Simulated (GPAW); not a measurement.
Input and output of a self-consistent single point for NiS (P6_3/mmc, 4 atoms in the cell) (GPAW)

Method of the run: PBEsol, GPAW PAW datasets PBEsol (made by gpaw-setup) (plane waves; GPAW).

The input file:

```python
from ase import Atoms
from ase.units import GPa
from gpaw import GPAW, PW, FermiDirac

atoms = Atoms(['Ni', 'Ni', 'S', 'S'],
              cell=[[3.411161, 0.000000, 0.000000],
                    [-1.705580, 2.954152, 0.000000],
                    [0.000000, 0.000000, 5.140137]],
              scaled_positions=[[0.000000, 0.000000, 0.500000],
                                [0.000000, 0.000000, 0.000000],
                                [0.333333, 0.666667, 0.750000],
                                [0.666667, 0.333333, 0.250000]],
              pbc=True)

calc = GPAW(mode=PW(850),
            xc='PBEsol',
            kpts=(15, 15, 9),
            occupations=FermiDirac(0.1),
            nbands=-12,
            convergence={'density': 1e-05, 'energy': 1e-05},
            symmetry={'symmorphic': False, 'tolerance': 0.0005},
            maxiter=100)

atoms.calc = calc

energy = atoms.get_potential_energy()
print('Energy (eV):', round(energy, 6))
forces = atoms.get_forces()
print('Forces (eV/Ang):')
print(forces.round(5))
stress = atoms.get_stress()
print('Stress (GPa, Voigt):', (stress / GPa).round(4))
```

Output (repeated stretches shortened):

```
Input parameters:
  convergence: {density: 1e-05,
                energy: 1e-05}
  kpts: [15 15  9]
  maxiter: 100
  mode: {ecut: 850.0,
         name: pw}
  nbands: -12
  occupations: {fixmagmom: False,
                name: fermi-dirac,
                width: 0.1}
  symmetry: {symmorphic: False,
             tolerance: 0.0005}
  xc: PBEsol

species:
  Ni:
    name: Nickel
    Z: 28.0
    valence: 16
    core: 12
    charge: 0.0
    file: Ni.PBEsol.gz

    # Using partial waves for Ni as LCAO basis

  S:
    name: Sulfur
    Z: 16.0
    valence: 6
    core: 10
    charge: 0.0
    file: S.PBEsol.gz

    # Using partial waves for S as LCAO basis

Reference energy: -104345.576320  # eV

Spin-paired calculation

Convergence criteria:
 Maximum [total energy] change in last 3 cyles: 1e-05 eV / valence electron
 Maximum integral of absolute [dens]ity change: 1e-05 electrons / valence electron
 Maximum integral of absolute [eigenst]ate change: 4e-08 eV^2 / valence electron
 Maximum number of scf [iter]ations: 100

Symmetries present (total): 24
Symmetries with fractional translations: 12
2025 k-points: 15 x 15 x 9 Monkhorst-Pack grid
135 k-points in the irreducible part of the Brillouin zone
       k-points in crystal coordinates                weights
   0:     0.00000000    0.00000000    0.00000000          1/2025
   1:     0.00000000    0.00000000    0.11111111          2/2025
   2:     0.00000000    0.00000000    0.22222222          2/2025
   [... 7 lines left out ...]
          ...
 134:     0.46666667    0.46666667    0.44444444         12/2025

Wave functions: Plane wave expansion
  Cutoff energy: 850.000 eV
  Number of coefficients (min, max): 2884, 2935
  Pulay-stress correction: 0.000000 eV/Ang^3 (de/decut=0.000000)

Occupation numbers: Fermi-Dirac:
  width: 0.1000  # eV

Eigensolver

Densities:
  Coarse grid: 24*24*36 grid
  Fine grid: 48*48*72 grid
  Total Charge: 0.000000

Density mixing:
  Method: separate
  Backend: pulay
  Linear mixing parameter: 0.05
  old densities: 5
  Damping of long wavelength oscillations: 50

Hamiltonian:
  XC and Coulomb potentials evaluated on a 48*48*72 grid
  External potential:
    NoExternalPotential

XC parameters: PBEsol with 2 nearest neighbor stencil

Number of atoms: 4
Number of atomic orbitals: 32
Number of bands in calculation: 34
Number of valence electrons: 44
Bands to converge: occupied

Density initialized from atomic densities
  32 bands from LCAO basis set
  2 bands from random numbers

Atomic positions and initial magnetic moments

Positions:
   0 Ni     0.000000    0.000000    2.570069    ( 0.0000,  0.0000,  0.0000)
   1 Ni     0.000000    0.000000    0.000000    ( 0.0000,  0.0000,  0.0000)
   2 S     -0.000001    1.969436    3.855103    ( 0.0000,  0.0000,  0.0000)
   3 S      1.705582    0.984716    1.285034    ( 0.0000,  0.0000,  0.0000)

Unit cell:
           periodic     x           y           z      points  spacing
  1. axis:    yes    3.411161    0.000000    0.000000    24     0.1231
  2. axis:    yes   -1.705580    2.954152    0.000000    24     0.1231
  3. axis:    yes    0.000000    0.000000    5.140137    36     0.1428

  Lengths:   3.411161   3.411161   5.140137
  Angles:   90.000000  90.000000 119.999993

Effective grid spacing dv^(1/3) = 0.1357

     iter     time        total  log10-change:
                         energy   eigst   dens
iter:   1 --:--:--   -27.034768
iter:   2 --:--:--   -26.427019   -0.40  -1.41
iter:   3 --:--:--   -25.969883   -1.04  -1.51
iter:   4 --:--:--   -26.013488   -1.95  -1.66
iter:   5 --:--:--   -26.004711   -2.31  -1.85
iter:   6 --:--:--   -26.007068   -3.58  -2.41
iter:   7 --:--:--   -25.999689   -3.84  -2.39
iter:   8 --:--:--   -25.999633   -4.99  -3.17
iter:   9 --:--:--   -25.999734c  -5.64  -3.23
iter:  10 --:--:--   -25.999606c  -5.77  -3.40
iter:  11 --:--:--   -25.999606c  -7.31  -4.11
iter:  12 --:--:--   -25.999612c  -6.77  -4.13
iter:  13 --:--:--   -25.999600c  -7.47c -4.52
iter:  14 --:--:--   -25.999603c  -8.56c -4.65
iter:  15 --:--:--   -25.999602c  -8.64c -4.82
iter:  16 --:--:--   -25.999601c  -9.65c -5.19c

Converged after 16 iterations.

Dipole moment: (0.000000, 0.000000, -0.000000) |e|*Ang

Energy contributions relative to reference atoms: (reference = -104345.576320)

Kinetic:        +27.077678
Potential:      -20.435492
External:        +0.000000
XC:             -32.958394
Entropy (-ST):   -0.088651
Local:           +0.360932
SIC:             +0.000000
--------------------------
Free energy:    -26.043927
Extrapolated:   -25.999601

Showing only first 2 kpts
 Kpt  Band  Eigenvalues  Occupancy
  0    20      8.47284    1.99890
  0    21      8.95660    1.86974
  0    22     10.88441    0.00000
  0    23     10.88443    0.00000

  1    20      8.24217    1.99989
  1    21      8.83611    1.95909
  1    22     10.83532    0.00000
  1    23     10.83534    0.00000

Fermi level: 9.22300

No gap
No difference between direct/indirect transitions
Energy (eV): -25.999601

Forces in eV/Ang:
  0 Ni   -0.00000    0.00000    0.00000
  1 Ni   -0.00000    0.00000    0.00000
  2 S    -0.00000    0.00000   -0.00000
  3 S    -0.00000    0.00000    0.00000

Stress tensor:
     0.000327    -0.000000     0.000000
    -0.000000     0.000327    -0.000000
     0.000000    -0.000000     0.009780
Stress (GPa, Voigt): [ 0.0523  0.0523  1.5668 -0.      0.     -0.    ]
```

The run converged in 16 iterations. GPAW prints stress with tension positive.

The starting cell comes from a database of computed structures (which also holds hypothetical and non-ambient phases and stackings), without a prior relaxation at this level. Its lattice was rescaled by a random factor within 2.5 % of one. Spin polarisation is off, so a magnetic state, if there is one, cannot be reached.

Cost on one core of a shared machine: roughly 4 min.
